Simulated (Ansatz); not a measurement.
**GaSb, response to strain**

The reference is GaSb in the zinc blende structure (space group F-43m, No. 216; a = 6.111 Å).

Strains are applied to the cell and any free atomic positions relax.

Calculations: plane-wave PAW DFT at the PBEsol level (Ansatz, an electronic-structure program, 420 eV), no spin-orbit coupling.

Notes on the quantities. energy relative to the base: free energy F.

```tsv
isotropic strain (%)	energy relative to the base (meV/atom)
-3	41.6
-2.5	28.3
-2	?
-1.5	9.8
-0.5	1.0
0	0.0
1	4.0
2.5	23.6
3	33.4
```

### Question
Fit ΔE = Aε² + Bε³ (ε in %) to the rows shown and predict the withheld row.

### Answer
Least squares on the printed values gives A = 4.16 and B = -0.15 meV/atom (largest residual 0.1 meV/atom); this predicts 17.9 meV/atom, and the run gives 17.7 meV/atom, 0.2 lower.

No phonon test of stability was made. All final runs are without spin polarisation.
